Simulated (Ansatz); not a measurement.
Base system: Ta in the bcc (W type) structure (space group Im-3m, No. 229; a = 3.306 Å; relaxed with 0.1 eV smearing). Axes: x, y, z lie along the cube axes.

Level of theory: Kohn–Sham DFT with the r2SCAN functional, run in Ansatz (an electronic-structure program) with PAW and 500 eV plane waves, scalar-relativistic without spin-orbit coupling.

For the base:

```
Property   Result
--------  -------
Pressure  0.0 GPa
```

Now apply this change: the cell is compressed by 2.50 % along z with no lateral relaxation, atoms relaxed at fixed cell.

### Question
Predict the new pressure.

### Answer
The pressure (mean of the normal stresses, compression positive) goes from zero to 5.4 GPa.

### Question
Estimate the effect on the energy relative to the base.

### Answer
The energy rises by 10 meV/atom.

The cells carry an imposed strain or load. Stability against distortions was not tested. All final runs are without spin polarisation.
